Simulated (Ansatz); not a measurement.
The parent structure is C (space group Ia-3, No. 206; a hypothetical phase, not in the database extracts checked).

```xyz
8
Lattice="-2.2244 2.2244 2.2244 2.2244 -2.2244 2.2244 2.2244 2.2244 -2.2244" Properties=species:S:1:pos:R:3 pbc="T T T"
C      0.4195     0.4195     0.4195
C     -0.4195     1.8049     0.4195
C      0.4195    -0.4195     1.8049
C      1.8049     0.4195    -0.4195
C      1.8049     1.8049     1.8049
C      0.4195     2.6438    -0.4195
C     -0.4195     0.4195     2.6438
C      2.6438    -0.4195     0.4195
```

Levels (all Ansatz, a first-principles code, PAW): PBEsol (420 eV, no spin-orbit coupling); HSE06 (420 eV, scalar-relativistic without spin-orbit coupling).

The geometry is relaxed with PBEsol.

| Quantity | Value |
|---|---|
| PBEsol lowest conduction level above the VBM at special points | H 2.30 eV; N 3.92 eV; Γ 5.37 eV |

Task: What does HSE06 give at this geometry for the lowest conduction level above the VBM at special points?

Result: The lowest conduction level above the VBM at special points becomes H 3.48 eV; N 5.21 eV; Γ 6.79 eV (PBEsol: H 2.30 eV; N 3.92 eV; Γ 5.37 eV).

Single points use the geometry relaxed with PBEsol. The hybrid gap comes from the SCF mesh plus the semilocal run's edge points and a few special points and is an upper bound. The levels and masses belong to the bands next to the band gap. Whether these cells are dynamically stable was not tested.
